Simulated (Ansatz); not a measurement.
Consider CdTe in the zinc blende structure (space group F-43m, No. 216; a = 6.558 Å). Axes: x, y, z lie along the cube axes.

Computed with r2SCAN/PAW in Ansatz (a quantum-chemistry and plane-wave program), no spin-orbit coupling.

For the base:

```
Quantity                        Result
-----------------------------  -------
Shortest interatomic distance  2.840 Å
```

The change: biaxial strain −1.31 %, plane normal [001], relaxed out of plane (Cartesian); in-plane vectors clamped, the third vector and the atoms free.

Task: Predict the new energy relative to the base.

Result: The energy grows by 1.5 meV/atom.

Task: What does the calculation give for the shortest interatomic distance after the change?

Result: The shortest interatomic distance decreases by 0.0081 Å (2.840 Å → 2.831 Å).

No phonon test of stability was made.
